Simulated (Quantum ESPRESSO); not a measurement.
Quantum ESPRESSO is run on a sheet of SnO (4 atoms in the cell), and the run fails. The aim is a zone-centre phonon calculation with DFT, PBE, plane waves, GBRV 1.5 ultrasoft (PBE) pseudopotentials.

The self-consistent step had converged with these keywords: prefix = scf; ecutwfc = 40 Ry; ecutrho = 200 Ry; occupations = smearing; smearing = marzari-vanderbilt; degauss = 0.0099958 Ry; potentials = {Sn: sn_pbe_v1.4.uspp.F.UPF, O: o_pbe_v1.2.uspp.F.UPF}; K_POINTS = automatic 9 9 1 0 0 0; conv_thr = 1e-10 Ry; mixing_beta = 0.4. The next shown step is ph.x.

The input file:

```fortran
phonons at the zone centre
&inputph
    prefix = 'scf'
    outdir = './tmp/'
    tr2_ph = 1.0d-14
    fildyn = 'dyn.G'
    niter_ph = 3
/
0.0 0.0 0.0
```

Output (repeated stretches shortened):

```
     Representation #   1 mode #   1

     Self-consistent Calculation

      iter #   1   av.it.:   7.9
      thresh= 1.000E-02 alpha_mix =  0.700 |ddv_scf|^2 =  3.371E-05

      iter #   2   av.it.:  12.8
      thresh= 5.806E-04 alpha_mix =  0.700 |ddv_scf|^2 =  6.763E-05

      iter #   3   av.it.:  11.9
      thresh= 8.224E-04 alpha_mix =  0.700 |ddv_scf|^2 =  5.305E-07
     End of self-consistent calculation

     No convergence has been achieved
   JOB DONE.
STOP 1
```

**Question.** Find the mistake and give the fix.

**Answer.** The fault is an iteration limit that is too low. The loop is cut before its threshold is met, so whatever is printed at the end is not self-consistent. To fix it, raise the limit, or leave it to the default. The run ended unconverged in one of its stages.

On the sound input: the starting cell was generated: these elements placed on a structure prototype, without a prior relaxation; it need not be a known phase or ordering of this composition. Its lattice was rescaled in the plane by a random factor within 2.5 % of one. Forces in this geometry exceed 1 eV/Å.
